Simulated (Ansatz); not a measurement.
Structure of amorphous IGZO (In$_{15}$Ga$_{15}$Zn$_{15}$O$_{60}$) (periodic cell):

```xyz
105
Lattice="10.9087 0.0205 0.0479 0.0205 11.1188 -0.0361 0.0479 -0.0361 11.2879" Properties=species:S:1:pos:R:3 pbc="T T T"
In     1.4744     3.7981     5.2960
In     2.5050     7.7003     9.1511
In     4.3172     1.1762     5.8143
In     0.1976     9.5442    10.6982
In     6.0612    10.9415     0.7142
In     0.1325     9.6685     7.2753
In     5.5649     7.6327     3.1787
In    10.3496     3.2681     0.4314
In     3.1190     8.7498     0.9957
In     3.4828     2.7761     2.3282
In     2.2983     6.3752     3.1164
In     8.7989     0.6968     9.8261
In     5.5351     0.5136     8.9816
In    10.7961     8.8634     2.6811
In     5.4435     6.8332     8.2377
Ga     7.8294     5.3993     1.8706
Ga     8.0089     8.2099     0.3228
Ga     8.0980     8.9263     8.6782
Ga     1.1158     1.6009     7.6763
Ga     7.8876     0.9909     6.6147
Ga     6.5667     3.7508     8.0895
Ga    10.1367     6.3182     4.1738
Ga     9.6571     3.1416     8.2567
Ga     2.2709     6.7873     6.2867
Ga     8.3747     5.4282     9.9936
Ga     9.2838     3.2442     3.7328
Ga     9.2487     0.5219     1.8855
Ga     2.3694     3.2193    10.6153
Ga     3.5225     3.6216     7.6345
Ga     2.6477     9.0947     4.6972
Zn     9.9749     6.5046     7.2879
Zn     6.3346     2.6541     3.2506
Zn     0.9403     4.9097     8.7985
Zn     6.3259     3.1514    11.3018
Zn    10.7710     0.7095     4.8746
Zn     4.1983    11.0451     2.9988
Zn     7.4675    10.5956     4.1855
Zn     4.4676     4.7461     4.7354
Zn     0.1172     6.3646     0.4719
Zn     4.1666     5.6330     0.1025
Zn     8.2047     8.0570     5.5318
Zn     2.7108    11.0699     9.9222
Zn     1.3178     0.6639     1.7460
Zn     5.5561     9.6758     6.3242
Zn     7.2989     5.0075     5.3033
O      9.2919     2.3932     2.0531
O     10.0214     0.3694     0.2093
O      6.1721     5.2305     7.0555
O      3.4651     7.3300     4.6153
O      1.3746     8.5233     5.8929
O      9.1826     5.0335     3.1443
O      4.0048    10.3156     4.8218
O      0.4856     3.4895     7.4156
O      2.9086     4.3936     9.1658
O      1.8692    10.4008     0.4184
O      9.5551     8.0906     4.0709
O      9.8589     8.3940     0.7796
O      9.3054     8.3855     7.1585
O      4.3832     6.9709    10.0711
O     10.7148    11.0140     2.9088
O      6.5404     8.5099     7.7065
O      0.9892     0.2027     6.3647
O      8.0836     7.2940     9.8962
O      7.4123     9.7007    10.8072
O      4.5099    10.6610    10.5147
O      2.1027     1.7058     9.3502
O      9.1228     5.3239     0.4084
O      3.6436     7.5556     7.4075
O      6.7149     4.5327     9.8062
O      2.6386     2.3283     6.5375
O      4.8993     9.4507     1.9855
O      2.6019     1.0649     3.1204
O      9.4911     5.0735     8.5628
O      4.6996     2.7901     4.4206
O      7.5074    -0.0037     8.2275
O      8.9023     6.0671     5.6803
O     10.8272     2.6781     4.5554
O      8.9833     0.1036     5.4127
O      1.5704     7.6660    11.0637
O     10.1741     1.2857     8.1899
O      2.6994     4.3544     3.4963
O      7.6713     3.1240     4.5884
O      6.7040     1.3911    10.5963
O      0.8427     4.6280    10.7767
O      3.8645     6.8150     1.7046
O      1.4306     2.4714     0.8667
O      6.6024     8.8178     4.7150
O      9.7088     9.8244     9.1976
O      3.1668     4.9433     6.2811
O      0.3760     6.6175     2.4061
O      0.8720     5.8532     5.0315
O      7.6877    10.8422     2.2759
O      1.0286     6.6235     7.8732
O      3.9317     3.7113     0.3748
O      5.9663     5.7427     4.0253
O      6.3630     0.4989     5.6018
O      1.9859     8.9048     2.9109
O      1.5691     9.6355     8.9638
O      7.1775     7.1611     1.6587
O      7.9893     2.7603     7.3869
O      6.6479     4.0011     1.6981
O      4.3975    10.9132     7.4208
O      9.1623     2.8484    10.1065
O      5.2637     1.3755     2.0839
O      5.0949     2.6164     7.9637
```

Calculation: PBE, scalar-relativistic without spin-orbit coupling (plane waves to 420 eV, PAW; Ansatz, an electronic-structure program).

Preparation: random packing, a CHGNet melt and quench, and a DFT relaxation. O atoms were pushed apart under 1.9 Å during the dynamics, to hinder bonds among them. The hot cell started wider than the set density and was brought back towards it in steps. It is the lowest in DFT energy of 4 quenches. It is a model cell: composition and starting density were chosen by hand, and all elements were melted together. No dispersion term was used. Its density started from a set value of 5.65 and ended at 5.71 g/cm³. Cooling (nominally 170 K/ps over its main leg) ran many orders faster than in experiment, which tends to leave more defects and strain. One small periodic cell is one sample of the glass; other quenches scatter about these values. Volume and shape were free in the relaxation.

Cut-offs for bonds: In-In 3.12 Å, In-Ga 2.90 Å, In-Zn 2.90 Å, In-O 2.78 Å, Ga-Ga 2.68 Å, Ga-Zn 2.68 Å, Ga-O 2.48 Å, Zn-Zn 2.68 Å, Zn-O 2.54 Å, O-O 1.58 Å. Two cations that share two anions don't count as bonded, nor two that share one unless they lie closer than In-In 3.04 Å, In-Ga 2.82 Å, In-Zn 2.82 Å, Ga-Ga 2.61 Å, Ga-Zn 2.61 Å, Zn-Zn 2.61 Å.

### Question
Give the coordination numbers, mean bond lengths and angles.

### Answer

- Mean coordination of In by anions: 5.53 (1 with 4, 6 with 5, 7 with 6, 1 with 7)
- Mean coordination of Ga by anions: 4.53 (9 with 4, 4 with 5, 2 with 6)
- Mean coordination of Zn by anions: 4.13 (1 with 3, 11 with 4, 3 with 5)
- Mean coordination of O: 3.55 (27 with 3, 33 with 4)
- Mean In-O bond: 2.219 Å (spread 0.135 Å, 83 counted)
- Mean Ga-O bond: 1.937 Å (spread 0.099 Å, 68 counted)
- Mean Zn-O bond: 2.039 Å (spread 0.107 Å, 62 counted)
- Bond angle at In: mean 104.5°, spread 29.0°
- Bond angle at Ga: mean 107.2°, spread 22.0°
- Bond angle at Zn: mean 108.4°, spread 21.0°
- Bond angle at O: mean 110.2°, spread 15.6°

### Question
List the pairs of like atoms that count as bonded by the rules above.

### Answer
There are none by these rules.
